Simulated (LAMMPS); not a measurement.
Liquid films of Fe at 2440 K.

Interatomic potentials used:
- EAM-type FeCr.cdeam: classical MD, pair style eam/cd, file FeCr.cdeam (LAMMPS); Stukowski, Sadigh, Erhart and Caro, Model Simul Mater Sci Eng, 7, 075005 (2009)
- EAM-type Fe_mm.eam.fs: classical MD, pair style eam/fs, file Fe_mm.eam.fs (LAMMPS); Mendelev, Han, Srolovitz, Ackland, Sun and Asta, Phil Mag A, 83, 3977-3994 (2003)
- EAM-type VFe_mm.eam.fs: classical MD, pair style eam/fs, file VFe_mm.eam.fs (LAMMPS)
- MEAM AlSiMgCuFe.meam: classical MD, pair style meam, file AlSiMgCuFe.meam (LAMMPS); Jelinek, Groh, Horstemeyer, Houze, Kim, Wagner, Moitra and Baskes, Phys Rev B, 85, 245102 (2012)
- MEAM library.meam-Fe: classical MD, pair style meam, file library.meam (library.meam-Fe) (LAMMPS); Baskes, Phys Rev B, 46, 2727-2742 (1992)

```
potential               surface tension  excess energy  rough cost (ms per atom and simulated ps)
----------------------  ---------------  -------------  -----------------------------------------
EAM-type FeCr.cdeam     0.84 ± 0.02 N/m       1.5 J/m²                                     1 to 3
EAM-type Fe_mm.eam.fs   0.90 ± 0.03 N/m       1.4 J/m²                                   0.3 to 1
EAM-type VFe_mm.eam.fs  0.76 ± 0.02 N/m       1.4 J/m²                                   0.3 to 1
MEAM AlSiMgCuFe.meam    0.72 ± 0.03 N/m       1.0 J/m²                                    3 to 10
MEAM library.meam-Fe    0.75 ± 0.02 N/m       1.4 J/m²                                     1 to 3
```

Costs are rough: whole-run CPU time with set-up and analysis, from shared machines, in bands a factor of about three wide.

Caution: the potential MEAM library.meam-Fe is a first-neighbour MEAM set with a 4 Å cutoff, used here without a parameter file and away from the static properties it was fitted to.

The ± values are statistical; the model's systematic error is not in them.
